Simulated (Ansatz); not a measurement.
Consider the following.

```yaml
crystal:
  lattice:
    - [3.90753, 0.00000, 0.00000]
    - [1.95376, 3.38402, 0.00000]
    - [1.95376, -1.12801, 3.06670]
  atoms:
    - { symbol: Mg, position: [0.00000, 0.00000, 0.00000] }
    - { symbol: Se, position: [0.00000, 0.50000, 0.50000] }
```

No spin polarisation.

Computed with Kohn–Sham DFT with the LDA functional, run in Ansatz (a first-principles code) with PAW and 420 eV plane waves, scalar-relativistic without spin-orbit coupling. k-mesh 11×11×11 (Γ-centred); smearing 0.05 eV (Fermi–Dirac).

Q: Predict the hole mass, smallest direct gap, pressure and valence-band top at Γ.

A: 
- Hole mass: 0.12 mₑ out of plane, 1.6 mₑ in plane (at Γ)
- Smallest direct gap: 2.10 eV
- Pressure (mean of the normal stresses, compression positive): -2.21 GPa
- Valence-band top at Γ (three highest levels, from the VBM): 0.00, -0.36, -0.36 eV

The cells carry an imposed strain or load. Effective masses come from finite differences of ±0.01 Å⁻¹. Whether these cells are dynamically stable was not tested. The cell was made from MgSe in the rock salt structure (space group Fm-3m, No. 225) by this change: biaxial strain +2.50 %, plane normal [111], relaxed out of plane.
